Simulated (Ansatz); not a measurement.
Subject: the energy of the reaction as written. Reaction: 2 Li (bcc) + 4 Ta (bcc) + 18 Cu (fcc) → cell A. The sign is products less reactants.

Cell A: a stack of composition Li2Ta4Cu18 on the in-plane vectors of Cu (fcc, Fm-3m) (100), but not a cut of that crystal, 24 atoms, square cell of 3.63 Å (13.2 Å²), symmetry P4mm within 0.02 Å, 21.3 Å thick under 15 Å of vacuum, so it may be strained; planes from bottom to top: Cu2 × 5 | Ta2 × 2 | Cu2 | LiCu | Cu2 | LiCu | Cu2, its two faces unlike (dipole correction applied); a model cell; spin state with PBE: run without spin, k-point mesh 13×13×1.
```yaml
crystal:
  lattice:
    - [3.62985, 0.00000, 0.00000]
    - [0.00000, 3.62985, 0.00000]
    - [0.00000, 0.00000, 36.07546]
  atoms:
    - { symbol: Cu, position: [0.00000, 0.00000, 0.20481] }
    - { symbol: Cu, position: [0.50000, 0.50000, 0.20482] }
    - { symbol: Cu, position: [0.50000, 0.00000, 0.25362] }
    - { symbol: Cu, position: [0.00000, 0.50000, 0.25362] }
    - { symbol: Cu, position: [0.00000, 0.00000, 0.30401] }
    - { symbol: Cu, position: [0.50000, 0.50000, 0.30402] }
    - { symbol: Cu, position: [0.50000, 0.00000, 0.35431] }
    - { symbol: Cu, position: [0.00000, 0.50000, 0.35431] }
    - { symbol: Cu, position: [0.00000, 0.00000, 0.40489] }
    - { symbol: Cu, position: [0.50000, 0.50000, 0.40495] }
    - { symbol: Ta, position: [0.50000, 0.00000, 0.46481] }
    - { symbol: Ta, position: [0.00000, 0.50000, 0.46481] }
    - { symbol: Ta, position: [0.00000, 0.00000, 0.53320] }
    - { symbol: Ta, position: [0.50000, 0.50000, 0.53293] }
    - { symbol: Cu, position: [0.50000, 0.00000, 0.59278] }
    - { symbol: Cu, position: [0.00000, 0.50000, 0.59278] }
    - { symbol: Cu, position: [0.00000, 0.00000, 0.64390] }
    - { symbol: Li, position: [0.50000, 0.50000, 0.64345] }
    - { symbol: Cu, position: [0.50000, 0.00000, 0.69437] }
    - { symbol: Cu, position: [0.00000, 0.50000, 0.69437] }
    - { symbol: Cu, position: [0.00000, 0.00000, 0.74543] }
    - { symbol: Li, position: [0.50000, 0.50000, 0.74494] }
    - { symbol: Cu, position: [0.50000, 0.00000, 0.79419] }
    - { symbol: Cu, position: [0.00000, 0.50000, 0.79419] }
```

Reference: Li (bcc, Im-3m), 1 atom in the cell, k-point mesh 24×24×24 on the run's own vectors. Conventional cell: a = b = c = 3.4393 Å, α = β = γ = 90.00°.

Reference: Ta (bcc, Im-3m), 1 atom in the cell, k-point mesh 26×26×26 on the run's own vectors. Conventional cell: a = b = c = 3.320 Å, α = β = γ = 90.00°.

Reference: Cu (fcc, Fm-3m), 2 atoms in the cell, the relaxed perfect crystal repeated, atoms not moved again; spin state with PBE: run without spin, k-point mesh 13×13×25 on the run's own vectors.

Plane-wave PAW calculations with Ansatz (a program for electronic structure), its default PAW set, cutoff 420 eV, 500 eV for r2SCAN. The structures are at rest with PBE, within the held lattices; other levels are single points on them. Neutral cells; Fermi-Dirac smearing of at most 0.10 eV in the solids, energies taken to zero width. The lattices are those relaxed with PBE or held as stated, so at other levels the solids can be strained, which adds to the spread. Larger cells are relaxed from a start prepared with the learned potential CHGNet till forces fall under 0.03 eV/Å, which some starts already meet. A dispersion term (D3(BJ), or D4 for r2SCAN) was computed beside these levels and is taken off wherever the name lacks it. Nuclei at rest; no vibrational terms. No structure search was made; lower ones may exist. The runs are scalar-relativistic, without spin-orbit coupling. Values are for these cell sizes. Cell A has symmetry P4mm within 0.02 Å and got no random move, so less symmetric positions, which may lie lower, weren't tried.

**Question.** What is the computed value (r2SCAN)?

**Answer.** 4.53 eV, for 2 Li (bcc) + 4 Ta (bcc) + 18 Cu (fcc) → cell A.

**Question.** What do the other levels give, and how wide is the spread?

**Answer.** 
| Level | value (eV) | less r2SCAN |
|---|---|---|
| PBE | 3.99 | -0.54 |

The levels shown span 0.54 eV, from PBE (3.99) to r2SCAN (4.53).
